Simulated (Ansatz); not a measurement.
Ansatz (an electronic-structure program) run on LaGe (Cmcm, 8 atoms in the cell): self-consistent single point.

Computed with PBEsol-D4, default PAW files made with PBE (plane waves; Ansatz).

```xyz
8
Lattice="2.2960 -6.9248 0.0000 2.2960 6.9248 0.0000 0.0000 0.0000 6.7692" Properties=species:S:1:pos:R:3 pbc="T T T"
La     2.2960    -6.2679     1.6923
La     2.2960     6.2679     5.0769
La     2.2960    -3.8038     5.0769
La     2.2960     3.8038     1.6923
Ge     2.2960    -1.3717     3.0052
Ge     2.2960     1.3717     3.7639
Ge     2.2960     1.3717     6.3898
Ge     2.2960    -1.3717     0.3793
```

Reference input (self-consistent single point, DFT, PBEsol, plane waves, default PAW files made with PBE): basis.ecutwfc = 30.9 Ry; kpoints.mp_grid.grid = 5 5 4; kpoints.mp_grid.shift = 0.5 0.5 0.5; hamiltonian.xc = pbesol; hamiltonian.pseudopotentials = {kind: paw} (the program's default PAW files); scf.occupations.method = cold; scf.occupations.width = 0.0147 Ry. This run's input differs from it in these lines:

```diff
@@ -23,2 +23,3 @@
   xc: pbesol
+  dispersion: d4
   pseudopotentials:
```

Output (repeated stretches shortened):

```
SCF iter   1: F=—  HF=-41667.685458 eV  |F-HF|=—  |Δ(HF+E_count)|=         —  Δρ=3.38e-3  dr2=7.60e-2  ethr=1.77e-3  ⟨swp⟩=5.0  Hψ=3963  notcnv=0
all-band conjugate gradients solve this SCF's bands
preconditioner: auto → Kerker (q_TF=auto, 2.401 Å⁻¹)
SCF iter   2: F=—  HF=-41667.671731 eV  |F-HF|=—  |Δ(HF+E_count)|=   1.37e-2  S|Δr|=    0.00e0  Δρ=1.93e-3  dr2=2.23e-2  ethr=7.60e-5  ⟨swp⟩=2.6  Hψ=2118  notcnv=0  defer=13
   [... lines left out ...]
SCF iter   5: F=—  HF=-41667.669703 eV  |F-HF|=—  |Δ(HF+E_count)|=   7.14e-5  S|Δr|=    0.00e0  Δρ=6.09e-5  dr2=1.09e-5  ethr=7.82e-8  ⟨swp⟩=2.0  Hψ=1919  notcnv=0  defer=26
SCF iter   6: F=—  HF=-41667.669700 eV  |F-HF|=—  |Δ(HF+E_count)|=   2.76e-6  S|Δr|=    0.00e0  Δρ=1.99e-5  dr2=1.13e-6  ethr=1.09e-8  ⟨swp⟩=2.1  Hψ=1917  notcnv=0  defer=26
SCF iter   7: F=-41667.669700 eV  HF=-41667.669700 eV  |F-HF|=7.44e-8  |Δ(HF+E_count)|=   2.80e-7  S|Δr|=    0.00e0  Δρ=6.51e-6  dr2=7.39e-8  ethr=1.00e-10  ⟨swp⟩=16.9  Hψ=6861  notcnv=0
SCF 1 converged in 7 iterations: F = -41667.669700 eV  dr2 = 7.39e-8
Stability not checked (fill_not_monotonic)
Free energy (F): -41667.669700 eV
Internal energy: -41667.671911 eV  (E = F + TS)
E sigma→0 (E₀):  -41667.670437 eV
Entropy (-TS):   0.002211 eV (0.276 meV/atom)
Fermi energy:    11.182612 eV
--- Forces (eV/Å), atoms counted from 1 ---
  atom   1  La    -0.00000000    -0.04258415    -0.00000000
  atom   2  La     0.00000000     0.04258415     0.00000000
  atom   3  La    -0.00000000     0.00150278    -0.00000000
  atom   4  La     0.00000000    -0.00150278     0.00000000
   [... lines left out ...]
  atom   8  Ge    -0.00000000     0.05584636    -0.06303034
--- Stress (GPa, compression-positive) ---
       -3.941832       0.000000       0.000000
        0.000000      -3.958443      -0.000000
        0.000000      -0.000000      -3.542981
  P = ⅓ Tr σ = -3.8144 GPa (-38.144 kbar)
  The stress holds the Pulay correction. Without it, at fixed plane waves, as pw.x and ABINIT print it: P = -3.8264 GPa
```

The run converged in 7 iterations. Against the reference run the pressure goes from -2.66 to -3.81 GPa and the largest force moves little (0.085 to 0.084 eV/Å).

The starting cell comes from a database of computed structures (which also holds hypothetical and non-ambient phases and stackings), without a prior relaxation at this level. With a pressure of about -4 GPa the cell is away from its equilibrium volume at this level. Ansatz's pressure includes its estimate of the finite-basis (Pulay) stress.

Keys are those of Ansatz 0.2.
